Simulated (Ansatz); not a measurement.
The starting structures come from a database of crystals and need not be the phases stable at ambient conditions.

 Where the default PAW files enter, the runs use the earlier of Ansatz's two default sets.

# Evanescent states of KAl(MoO₄)₂ (P-3m1, not sure to be the ambient phase, 12 atoms a cell, 16.8 Å³ an atom, -7 GPa at this level) along the normal of (001)

All values below come from r2SCAN (plane waves, PAW; Ansatz, a quantum-chemistry and plane-wave program).

The gap is the functional's own, uncorrected, and κ follows it; spin-orbit coupling is left out. Mid-gap values are interpolated between the computed energies.

Energies count from the valence-band top; κ is the least over a 6×6 mesh across the current.

```json
[
 {"E (eV)": "0.10", "κ (1/Å)": "0.324", "where": "off Γ"},
 {"E (eV)": "0.28", "κ (1/Å)": "0.437", "where": "off Γ"},
 {"E (eV)": "0.47", "κ (1/Å)": "0.511", "where": "off Γ"},
 {"E (eV)": "0.67", "κ (1/Å)": "0.562", "where": "off Γ"},
 {"E (eV)": "0.85", "κ (1/Å)": "0.594", "where": "Γ"},
 {"E (eV)": "1.04", "κ (1/Å)": "0.612", "where": "off Γ"},
 {"E (eV)": "1.24", "κ (1/Å)": "0.629", "where": "off Γ"},
 {"E (eV)": "1.43", "κ (1/Å)": "0.633", "where": "Γ"},
 {"E (eV)": "1.61", "κ (1/Å)": "0.636", "where": "Γ"},
 {"E (eV)": "1.80", "κ (1/Å)": "0.636", "where": "Γ"},
 {"E (eV)": "2.00", "κ (1/Å)": "0.625", "where": "Γ"},
 {"E (eV)": "2.19", "κ (1/Å)": "0.614", "where": "Γ"},
 {"E (eV)": "2.38", "κ (1/Å)": "0.602", "where": "Γ"},
 {"E (eV)": "2.56", "κ (1/Å)": "0.589", "where": "Γ"},
 {"E (eV)": "2.75", "κ (1/Å)": "0.575", "where": "Γ"},
 {"E (eV)": "2.94", "κ (1/Å)": "0.560", "where": "Γ"},
 {"E (eV)": "3.13", "κ (1/Å)": "0.543", "where": "Γ"},
 {"E (eV)": "3.33", "κ (1/Å)": "0.526", "where": "Γ"},
 {"E (eV)": "3.52", "κ (1/Å)": "0.497", "where": "Γ"},
 {"E (eV)": "3.71", "κ (1/Å)": "0.438", "where": "Γ"},
 {"E (eV)": "3.90", "κ (1/Å)": "0.333", "where": "Γ"}
]
```

How thick must the barrier be to attenuate the transmission by 10^4 when the electrodes' Fermi level lies at 3.33 eV, and what attenuation does that film give at 0.47 eV?

d = 4 ln 10 / (2 × 0.526) = 8.8 Å. At 0.47 eV it gives 4 × 0.511/0.526 = 3.9 decades.
